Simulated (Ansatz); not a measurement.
A user runs Ansatz (a first-principles code) on BaZrO3 (Pm-3m, 5 atoms in the cell) and asks whether the run is sound. The aim is a self-consistent single point with DFT, PBE, plane waves, default PAW files.

Cell that was meant: a = 4.2971 Å, b = 4.2971 Å, c = 4.2971 Å, α = 90.00°, β = 90.00°, γ = 90.00°.

Part of the input:

Ansatz 0.2 input:
```yaml
  pseudopotentials: { kind: paw }
scf:
  occupations: { method: fermi_dirac, width: 0.0007 Ry }
  convergence: { dr2_threshold: 1.0e+00 eV }
output:
  forces: true
  eigenvalues: true
```

Output (repeated stretches shortened):

```
WARN basis.ecutwfc = 420 eV, the default
   [... lines left out ...]
Symmetry: 48 space group operations
Space group: Pm-3m (ITA 221), of the structure as read, at distance tolerance 4.3e-5 Å
k-points: 20 of 512
Initial density: superposition of atomic densities (neutral atoms: chi_scale 0, normalization atom), corrected by the library's trained network
Initial wavefunctions: pseudopotential atomic-orbital guess
Eigensolver: davidson
Functional: x = pbe(κ = 0.804, μ = 0.2195149727645171), c = pbe(β = 0.06672455060314922)
iter 1 solved again at ethr=2.96e-7 eV; its pass at ethr=3.10e-3 eV (dr2=1.18e-4 eV) is discarded
SCF iter   1: F=—  HF=-11844.612596 eV  |F-HF|=—  |Δ(HF+E_count)|=         —  Δρ=7.91e-4  dr2=2.20e-4  ethr=2.96e-7  ⟨swp⟩=2.9  Hψ=3941  notcnv=0
all-band conjugate gradients solve this SCF's bands
   [... lines left out ...]
iter 5 did not close the SCF: its close was put off for the readings that it lacked (scf_convergence_deferred on its scf_iter line)
SCF iter   5: F=-11844.612892 eV  HF=-11844.612892 eV  |F-HF|=5.17e-10  |Δ(HF+E_count)|=   1.15e-6  Δρ=2.83e-6  dr2=7.64e-9  ethr=9.58e-10  ⟨swp⟩=2.0  Hψ=844  notcnv=0
SCF iter   6: F=-11844.612892 eV  HF=-11844.612892 eV  |F-HF|=1.27e-11  |Δ(HF+E_count)|=   2.55e-9  Δρ=6.18e-7  dr2=3.49e-10  ethr=1.45e-11  ⟨swp⟩=1.0  Hψ=1488  notcnv=0
SCF 1 converged in 6 iterations: F = -11844.612892 eV  dr2 = 3.49e-10
Free energy (F): -11844.612892 eV
Internal energy: -11844.612892 eV  (E = F + TS)
E sigma→0 (E₀):  -11844.612892 eV
Fermi energy:    10.471938 eV
--- Forces (eV/Å), atoms counted from 1 ---
  atom   1  Ba     0.00000000     0.00000000     0.00000000
   [... zero for the other atoms too ...]
--- Stress (GPa, compression-positive) ---
       -6.595385       0.000000       0.000000
       -0.000000      -6.595385       0.000000
       -0.000000       0.000000      -6.595385
  P = ⅓ Tr σ = -6.5954 GPa (-65.954 kbar)
  The stress holds the Pulay correction. Without it, at fixed plane waves, as pw.x and ABINIT print it: P = -7.0530 GPa
```

Question: Is anything amiss in this input, and did it matter?

Answer: The compared values did not move, but the log warns. The input holds a convergence threshold that is too loose, which can do harm: a loop that stops early leaves an energy error of second order in the density error, but errors of first order in forces and stress. The run converged in 6 iterations, and against the sound input the free energy is nearly the same (within 1 meV/atom), the pressure stays at -6.60 GPa and the gap on the mesh stays at 3.253 eV. The full log also holds (shortened here): “iter 2 did not close the SCF: its close was put off for the readings that it lacked (scf_convergence_deferred on its scf_iter line)” and “iter 3 did not close the SCF: its close was put off for the readings that it lacked (scf_convergence_deferred on its scf_iter line)”.

The sound input it was made from differs as follows (other fixes are possible):
```diff
-  convergence: { dr2_threshold: 1.0e+00 eV }
```

With that input, the run converged in 6 iterations: free energy E − TS (on the zero of these files) -11844.6129 eV; top of the valence band (on the code's own zero) 8.85 eV; gap on the k-point mesh 3.25 eV; pressure -6.60 GPa (DFT, PBE, plane waves, default PAW files).

On the sound input: the starting cell comes from a database of computed structures (which also holds hypothetical and non-ambient phases and stackings), without a prior relaxation at this level. Its lattice was rescaled by a random factor within 2.5 % of one. With a pressure of about -7 GPa the cell is away from its equilibrium volume at this level. Ansatz's pressure includes its estimate of the finite-basis (Pulay) stress. The shifted mesh does not hold Γ, so a gap read on it misses any band edge there.
